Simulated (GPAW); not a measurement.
## A self-consistent single point of Au (Fm-3m, 1 atom in the cell) with GPAW

Method of the run: PBE, GPAW PAW datasets PBE (gpaw-data 1.0.1) (plane waves; GPAW 25.7.0).

The input file:

```python
from ase import Atoms
from ase.units import GPa
from gpaw import GPAW

atoms = Atoms(['Au'],
              cell=[[0.000000, 2.116930, 2.116930],
                    [2.116930, 0.000000, 2.116930],
                    [2.116930, 2.116930, 0.000000]],
              scaled_positions=[[0.000000, 0.000000, 0.000000]],
              pbc=True)

calc = GPAW(mode={'name': 'pw', 'ecut': 600},
            xc='PBE',
            kpts=(13, 13, 13),
            occupations={'name': 'methfessel-paxton', 'width': 0.136, 'order': 0},
            nbands=-7,
            convergence={'forces': 0.001},
            symmetry={'symmorphic': False, 'tolerance': 0.0005},
            maxiter=100,
            txt='-')

atoms.calc = calc

energy = atoms.get_potential_energy()
print('Energy (eV):', round(energy, 6))
forces = atoms.get_forces()
print('Forces (eV/Ang):')
print(forces.round(5))
stress = atoms.get_stress()
print('Stress (GPa, Voigt):', (stress / GPa).round(4))
```

Output, abridged:

```
Input parameters:
  convergence: {forces: 0.001}
  kpts: [13 13 13]
  maxiter: 100
  mode: {ecut: 600,
         name: pw}
  nbands: -7
  occupations: {name: methfessel-paxton,
                order: 0,
                width: 0.136}
  symmetry: {symmorphic: False,
             tolerance: 0.0005}
  xc: PBE

species:
  Au:
    name: Gold
    Z: 79.0
    valence: 11
    core: 68
    charge: 0.0
    file: Au.PBE.gz

    # Using partial waves for Au as LCAO basis

Reference energy: -516598.271109  # eV

Spin-paired calculation

Convergence criteria:
 Maximum [total energy] change in last 3 cyles: 0.0005 eV / valence electron
 Maximum integral of absolute [dens]ity change: 0.0001 electrons / valence electron
 Maximum integral of absolute [eigenst]ate change: 4e-08 eV^2 / valence electron
 Maximum change in the atomic [forces] across last 2 cycles: 0.001 eV/Ang OR
Maximum error relative to the maximum force is below inf
 Maximum number of scf [iter]ations: 100

Symmetries present (total): 48
Symmetries with fractional translations: 0
2197 k-points: 13 x 13 x 13 Monkhorst-Pack grid
84 k-points in the irreducible part of the Brillouin zone
       k-points in crystal coordinates                weights
   0:     0.00000000    0.00000000    0.00000000          1/2197
   1:     0.07692308    0.07692308    0.00000000          6/2197
   2:     0.07692308    0.07692308    0.07692308          8/2197
   [... 7 lines left out ...]
          ...
  83:     0.46153846    0.46153846    0.46153846          8/2197

Wave functions: Plane wave expansion
  Cutoff energy: 600.000 eV
  Number of coefficients (min, max): 609, 646
  Pulay-stress correction: 0.000000 eV/Ang^3 (de/decut=0.000000)

Occupation numbers: Methfessel-Paxton:
  width: 0.1360  # eV
  order: 0

Eigensolver

Densities:
  Coarse grid: 18*18*18 grid
  Fine grid: 36*36*36 grid
  Total Charge: 0.000000

Density mixing:
  Method: separate
  Backend: pulay
  Linear mixing parameter: 0.05
  old densities: 5
  Damping of long wavelength oscillations: 50

Hamiltonian:
  XC and Coulomb potentials evaluated on a 36*36*36 grid
  External potential:
    NoExternalPotential

XC parameters: PBE with 2 nearest neighbor stencil

Number of atoms: 1
Number of atomic orbitals: 9
Number of bands in calculation: 12
Number of valence electrons: 11
Bands to converge: occupied

Density initialized from atomic densities
  9 bands from LCAO basis set
  3 bands from random numbers

Atomic positions and initial magnetic moments

Positions:
   0 Au     0.000000    0.000000    0.000000    ( 0.0000,  0.0000,  0.0000)

Unit cell:
           periodic     x           y           z      points  spacing
  1. axis:    yes    0.000000    2.116930    2.116930    18     0.1358
  2. axis:    yes    2.116930    0.000000    2.116930    18     0.1358
  3. axis:    yes    2.116930    2.116930    0.000000    18     0.1358

  Lengths:   2.993791   2.993791   2.993791
  Angles:   60.000000  60.000000  60.000000

Effective grid spacing dv^(1/3) = 0.1482

     iter     time        total  log10-change:
                         energy   eigst   dens  force
iter:   1 --:--:--    -3.421003
iter:   2 --:--:--    -3.365157   -2.38  -1.32
iter:   3 --:--:--    -3.168678   -1.90  -1.35
iter:   4 --:--:--    -3.155923   -3.86  -2.00
iter:   5 --:--:--    -3.149732   -3.20  -2.05
iter:   6 --:--:--    -3.149741   -4.79  -3.39
iter:   7 --:--:--    -3.149759c  -5.64  -3.36
iter:   8 --:--:--    -3.149708c  -5.93  -3.31
iter:   9 --:--:--    -3.149707c  -7.43c -4.21c
iter:  10 --:--:--    -3.149707c  -9.54c -4.93c -21.98c

Converged after 10 iterations.

Dipole moment: (0.000000, 0.000000, -0.000000) |e|*Ang

Energy contributions relative to reference atoms: (reference = -516598.271109)

Kinetic:        -12.471276
Potential:      +10.226982
External:        +0.000000
XC:              -1.031126
Entropy (-ST):   -0.003772
Local:           +0.127599
SIC:             +0.000000
--------------------------
Free energy:     -3.151593
Extrapolated:    -3.149707

Showing only first 2 kpts
 Kpt  Band  Eigenvalues  Occupancy
  0     3      4.05601    2.00000
  0     4      5.30356    2.00000
  0     5      5.30356    2.00000
  0     6     23.83937    0.00000

  1     3      4.16103    2.00000
  1     4      5.18385    2.00000
  1     5      5.35464    2.00000
  1     6     24.04403    0.00000

Fermi level: 8.35649

No gap
No difference between direct/indirect transitions
Energy (eV): -3.149707

Forces in eV/Ang:
  0 Au   -0.00000    0.00000    0.00000

Stress tensor:
     0.032071    -0.000000    -0.000000
    -0.000000     0.032071    -0.000000
    -0.000000    -0.000000     0.032071
Stress (GPa, Voigt): [ 5.1383  5.1383  5.1383 -0.     -0.     -0.    ]
```

The run converged in 10 iterations. GPAW prints stress with tension positive.

The starting cell comes from a database of computed structures (which also holds hypothetical and non-ambient phases and stackings), without a prior relaxation at this level. Its lattice was rescaled by a random factor within 2.5 % of one. Spin-orbit coupling is off. With a pressure of about -5 GPa the cell is away from its equilibrium volume at this level.
